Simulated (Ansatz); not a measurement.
Mg2Si: thickness series

Take Mg$_{2}$Si (space group Fm-3m, No. 225; a = 6.326 Å) as the base. Axes: x, y, z lie along the cube axes.

Free-standing slabs (3 atom(s) a layer) normal to [111] with 15 Å of vacuum; in-plane cell held at bulk.

Calculations: PBEsol, PAW, 420 eV (Ansatz, a quantum-chemistry and plane-wave program; scalar-relativistic without spin-orbit coupling).

Notes on the quantities. excess energy per area of both faces: slab less bulk energy over the cell's area: twice a surface energy; uncertain by up to 0.2 J/m².

```csv
change,excess energy per area of both faces,band gap,shortest interatomic distance,smallest direct gap,thickness between the outermost nuclei
base,–,0.12 eV,2.739 Å,1.87 eV,–
1 layer,–,0.76 eV,2.697 Å,1.05 eV,1.55 Å
2 layers,1.34 J/m²,0.67 eV,2.666 Å,1.28 eV,5.11 Å
3 layers,1.3 J/m²,0.48 eV,2.669 Å,1.30 eV,8.77 Å
4 layers,1.3 J/m²,0.38 eV,2.669 Å,1.16 eV,12.43 Å
5 layers,1.3 J/m²,0.32 eV,2.669 Å,1.08 eV,16.08 Å
6 layers,1.3 J/m²,0.28 eV,2.669 Å,1.03 eV,19.73 Å
```

Slab and bulk use different k-meshes, which limits the precision of the excess energy. Whether these cells are dynamically stable was not tested. A zero or small gap of Mg2Si can be the functional's error rather than a property of the material.
